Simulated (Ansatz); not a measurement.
BN (model structure, started from the MgO type, Pm-3n, No. 223, 12 atoms in the cell): band gap by level of theory

No measured value is used here.

```csv
level (code),value (eV)
LDA (Ansatz),4.30 (indirect)
PBE (Ansatz),4.56 (indirect)
PBEsol (Ansatz),4.39 (indirect)
r²SCAN (Ansatz),4.76 (indirect)
HSE06 (Ansatz),5.88 (indirect)
PBE0 (Ansatz),6.64 (indirect)
```

Computed values are for a static lattice.  Values are at the PBEsol cell. Cutoffs and k meshes differ between the levels. Ansatz's density-functional and Hartree–Fock values are scalar-relativistic unless marked +SOC, with PAW data made under PBE.

A model structure was made by putting elements into a prototype or built by hand; it is no filed structure, need not be a known phase, and can be a saddle point held by its symmetry.

Ansatz is a program for electronic structure.
